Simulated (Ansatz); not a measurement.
### Question
Name crystals whose logarithmic mean phonon energy lies between 7.9 and 12.3 meV and whose resistivity at 300 K lies between 7.1 and 11.1 μΩ·cm, by Ansatz (a program for electronic structure) with PBEsol, DFPT electron-phonon coupling, linearised Boltzmann equation.

### Answer
Many crystals can fit; among those computed here:
- PtSn (P6_3/mmc): 9.8 meV, 8.9 μΩ·cm
- AuIn2 (Fm-3m): 8.0 meV, 7.9 μΩ·cm
- Pt (Fm-3m): 10.5 meV, 7.5 μΩ·cm
- Ca (Fm-3m): 11.5 meV, 9.7 μΩ·cm
- NaAu$_{2}$ (Fd-3m): 8.2 meV, 8.7 μΩ·cm

Metals; harmonic phonons alone scatter; means over directions. Halving the electron mesh moves these values by up to 9 %; q meshes are mostly untested. Some of the runs warned that the eigensolver left states short of its tolerance. Spin-orbit coupling is left out.

Formula and space group known from diffraction (Crystallography Open Database), not checked to be the room-temperature form: AuIn2 (Fm-3m), NaAu2 (Fd-3m), PtSn (P6_3/mmc). The missing spin-orbit coupling matters most for AuIn2 (Fm-3m), NaAu2 (Fd-3m), Pt (Fm-3m), PtSn (P6_3/mmc).
